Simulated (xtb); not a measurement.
xtb 6.7.1, GFN1-xTB: Fc1c(F)c(-c2ccc3c(c2)sc2ccccc23)c(F)c(F)c1-c1ccc2ccccc2c1, 47 atoms. The geometry is a generated start, not checked to be a minimum at this level.

run flags: --ohess
method: GFN1-xTB
--etemp (K): 300 (default)
basis functions: 166
valence electrons: 160

Hardware: AMD EPYC (Zen 5), 96 cores on 1 socket, no SMT, 12 L3 cache groups; 94 cores' worth of CPU time may be used.

Each time is the median wall time of two to five repeats, run one at a time on the otherwise empty machine; start-up is included. Unless noted, each process is bound to its own block of adjacent cores. The times hold for this build (conda-forge: gfortran, OpenMP (GNU), OpenBLAS with its own threads). Scratch files lie in a memory file system. This build's BLAS runs threads of its own beside OpenMP's, on the same cores; «BLAS threads» counts them.

The candidates, on 16 cores each, agree within 1.0 meV/atom in energy, 2.0 cm⁻¹ in frequencies (largest shift):
A. 16 threads, 1 BLAS thread, detailed_input = none: broydamp=0.4 (default), acc = 1 (default)
B. 16 threads, 1 BLAS thread, detailed_input = none: broydamp=0.4 (default), acc = 10
C. 16 threads, 1 BLAS thread, detailed_input = $hess;  sccacc=3; $end, acc = 1 (default)
D. 16 threads, 1 BLAS thread, detailed_input = none: broydamp=0.4 (default), acc = 0.01
E. 16 threads, 1 BLAS thread, detailed_input = $hess;  sccacc=0.05; $end, acc = 1 (default)
F. 16 threads, 2 BLAS threads, detailed_input = none: broydamp=0.4 (default), acc = 1 (default)

Task: Which of these settings finishes first?

Result: C (16 threads, 1 BLAS thread, detailed_input = $hess;  sccacc=3; $end, acc = 1 (default)), 1.1 s. At the other end F takes 2.4× as long.

```json
[
 {"candidate": "C", "wall time": "1.1 s", "repeats": "3 runs within 2 %", "SCC iterations of the first single point": "10"},
 {"candidate": "B", "wall time": "1.5 s", "repeats": "3 runs within 8 %", "SCC iterations of the first single point": "9"},
 {"candidate": "D", "wall time": "1.6 s", "repeats": "3 runs within 9 %", "SCC iterations of the first single point": "15"},
 {"candidate": "A", "wall time": "1.6 s", "repeats": "3 runs within 6 %", "SCC iterations of the first single point": "10"},
 {"candidate": "E", "wall time": "1.8 s", "repeats": "3 runs within 5 %", "SCC iterations of the first single point": "10"},
 {"candidate": "F", "wall time": "2.8 s", "repeats": "3 runs within 8 %", "SCC iterations of the first single point": "10"}
]
```

From the slowest to the fastest: The largest move is in geometry optimisation: 1.0 s to 0.23 s. The slower run has 2 BLAS threads beside the program's own on the same cores, and burns 2.4 times the CPU time.
